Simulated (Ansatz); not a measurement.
The structure below was relaxed with Kohn–Sham DFT with the PBEsol functional, run in Ansatz (an electronic-structure program) with PAW and 420 eV plane waves, no spin-orbit coupling, at pressure −2 GPa.

Space group P3₁21 (No. 152); a = b = 4.5222 Å, c = 5.9386 Å, α = β = 90.00°, γ = 120.00°

```csv
atom,site,symmetry,x,y,z
Te,3a,.2.,0.7332,0.7332,0.0000
```

Q: Write out a cell with all atoms.

A: 
```cif
data_Te3
_chemical_formula_sum 'Te3'
_space_group_name_H-M_alt 'P 1'
_space_group_IT_number 1
_cell_length_a 4.52221
_cell_length_b 4.52221
_cell_length_c 5.93864
_cell_angle_alpha 90.000
_cell_angle_beta 90.000
_cell_angle_gamma 120.000
loop_
_space_group_symop_operation_xyz
  'x, y, z'
loop_
_atom_site_label
_atom_site_type_symbol
_atom_site_fract_x
_atom_site_fract_y
_atom_site_fract_z
_atom_site_occupancy
Te1 Te 0.26680 0.00000 0.33333 1
Te2 Te 0.00000 0.26680 0.66667 1
Te3 Te 0.73320 0.73320 0.00000 1
```
This is the conventional cell.

Load acts through the strain it causes; cell and atoms are relaxed under it. Whether these cells are dynamically stable was not tested. The cell was made from Te (space group P3_121, No. 152; made of chains) by this change: pressure −2 GPa. No dispersion term is included in the PBEsol runs.
